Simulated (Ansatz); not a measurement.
We consider SiO2 (model structure, started from the cotunnite type, Cmce, No. 64, 12 atoms in the cell), described by PBE0 (Ansatz, a quantum-chemistry and plane-wave program, plane waves, PAW).

Input file:

Ansatz 0.2 input:
```yaml
crystal:
  lattice:
    - [4.6394792185, 0.0, 0.0]
    - [0.0, 2.6789304774, 0.0]
    - [0.0, 0.0, 10.9571863774]
  atoms:
    - { symbol: Si, position: [0.7500000326, 0.25, 0.5000000827] }
    - { symbol: Si, position: [0.2500000326, 0.25, 0.9999999173] }
    - { symbol: Si, position: [0.2499999674, 0.75, 0.4999999173] }
    - { symbol: Si, position: [0.7499999674, 0.75, 0.0000000827] }
    - { symbol: O, position: [0.5833345017, 0.25, 0.9167248759] }
    - { symbol: O, position: [0.0833345017, 0.25, 0.5832751241] }
    - { symbol: O, position: [0.4166654983, 0.75, 0.0832751241] }
    - { symbol: O, position: [0.9166654983, 0.75, 0.4167248759] }
    - { symbol: O, position: [0.4166655496, 0.25, 0.41672487] }
    - { symbol: O, position: [-0.0833344504, 0.25, 0.08327513] }
    - { symbol: O, position: [0.5833344504, 0.75, 0.58327513] }
    - { symbol: O, position: [1.0833344504, 0.75, 0.91672487] }
basis:
  ecutwfc: 460
  ecutrho_ratio: 4
  xc_grid: 2
kpoints:
  mp_grid: { grid: [6, 8, 2] }
  band_path: { path: [[0, 0, 0], [0.40625, -0.125, 0.0]], npoints: 1 }
hamiltonian:
  xc: pbe0
  dispersion: none
  pseudopotentials: { kind: paw }
scf:
  occupations: { method: fermi_dirac, width: 0.01 }
  convergence: { dr2_threshold: 0.0000000012 }
output:
  forces: true
  stress: true
  eigenvalues: true
  write_bands: true
```

Excerpt of the program's output:

```
WARN the atoms were moved onto the symmetric positions of the space group found under crystal.symmetry.tolerance 1.0e-5 (fractional …
WARN output.stress: scf.exx.energy_threshold = 1e-6 eV is looser than the 1.2e-7 eV advised for a stress under a hybrid functional (1e-8 eV for each atom of …
Crystal: 12 atoms, lattice volume = 136.185 Å³
Basis set: ecut = 460 eV, 3059 PW (Γ), exchange–correlation on 72×40×160 points (8 copies of the dense FFT grid, shifted against one another)
Bands: 44, of which v1, the nominal top of the filled ones, is band 32 counted from 1 (31 counted from 0)
Symmetry: 16 space group operations
Space group: Cmce (ITA 64), of the structure as read, at distance tolerance 5.1e-5 Å
k-points: 40 of 96
Functional: x = pbe(κ = 0.804, μ = 0.2195149727645171), c = pbe(β = 0.06672455060314922), warm-up for x = 0.75 pbe(κ = 0.804, μ = 0.2195149727645171) + 0.25 exact, c = pbe(β = 0.06672455060314922)
SCF iter   1: F=—  HF=-7092.636913 eV  |F-HF|=—  |Δ(HF+E_count)|=         —  Δρ=3.08e-3  dr2=2.17e-2
SCF iter   2: F=-7092.632452 eV  HF=-7092.631936 eV  |F-HF|=5.16e-4  |Δ(HF+E_count)|=   4.98e-3  Δρ=1.29e-3  dr2=8.77e-4
Crystal: 12 atoms, lattice volume = 136.185 Å³
Initial density: handed on by an earlier stage of this run
Functional: x = 0.75 pbe(κ = 0.804, μ = 0.2195149727645171) + 0.25 exact, c = pbe(β = 0.06672455060314922)
  ...
Crystal: 12 atoms, lattice volume = 136.185 Å³
SCF iter   3: F=—  HF=-7095.247534 eV  |F-HF|=—  |Δ(HF+E_count)|=   2.57e-7  Δρ=7.91e-6  dr2=2.41e-8
SCF iter   4: F=-7095.247534 eV  HF=-7095.247534 eV  |F-HF|=2.66e-10  |Δ(HF+E_count)|=   3.46e-8  Δρ=1.26e-6  dr2=9.73e-10
SCF 3 converged in 4 iterations: F = -7095.247534 eV  dr2 = 9.73e-10
Free energy (F): -7095.247534 eV
Internal energy: -7095.247534 eV  (E = F + TS)
E sigma→0 (E₀):  -7095.247534 eV
Fermi energy:    6.328850 eV
--- Forces (eV/Å), atoms counted from 1 ---
  atom   1  Si     0.00000000     0.00000000    -0.00000000
  atom   2  Si     0.00000000     0.00000000     0.00000000
  atom   3  Si     0.00000000     0.00000000    -0.00000000
  atom   4  Si     0.00000000     0.00000000     0.00000000
  atom   5  O      0.00008321    -0.00000000     0.48073935
  atom   6  O      0.00008321     0.00000000    -0.48073935
  atom   7  O     -0.00008321    -0.00000000    -0.48073935
  atom   8  O     -0.00008321     0.00000000     0.48073935
  atom   9  O     -0.00008321     0.00000000     0.48073935
  atom  10  O     -0.00008321    -0.00000000    -0.48073935
  atom  11  O      0.00008321     0.00000000    -0.48073935
  atom  12  O      0.00008321    -0.00000000     0.48073935
--- Stress (GPa, compression-positive) ---
       -4.060978       0.000000       0.000000
        0.000000      -4.059943       0.000000
        0.000000       0.000000      -4.098136
  P = ⅓ Tr σ = -4.0730 GPa (-40.730 kbar)
```

The PAW data were made under PBE.

Note: the relaxation could raise the start's symmetry but not lower it, so the cell can be a saddle point. Note: cell and atoms aren't relaxed at this level (largest force component 0.48 eV/Å, pressure -4.1 GPa). Note: the cell has widely spaced layers and the level no dispersion term, so their spacing and the moduli can rest on weak binding.

The result took about 3 core-minutes (a rough figure).

A model structure was made by putting elements into a prototype or built by hand; it is no filed structure, need not be a known phase, and can be a saddle point held by its symmetry.
